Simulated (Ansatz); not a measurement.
Start from Al in the fcc (Cu type) structure (space group Fm-3m, No. 225; a = 3.9937 Å; relaxed with 0.1 eV smearing). Axes: x, y, z lie along the cube axes.

Level of theory: plane-wave PAW DFT at the r2SCAN level (Ansatz, a first-principles code, 500 eV), without spin-orbit coupling.

Before the change:

```
Quantity                        Result
-----------------------------  -------
Shortest interatomic distance  2.824 Å
```

Now apply this change: biaxial strain −3.83 %, plane normal [111], relaxed out of plane (Cartesian); in-plane vectors clamped, the third vector and the atoms free.

**Question.** Predict the new shortest interatomic distance, energy relative to the base, ratio −ε⊥/ε∥ and in-plane stress.

**Answer.** The shortest interatomic distance falls by 0.108 Å to 2.716 Å; the energy grows by 29 meV/atom; the ratio −ε⊥/ε∥ comes out as 0.80; the mean in-plane stress (compression positive) is +8.6 GPa.

Stability against distortions was not tested.
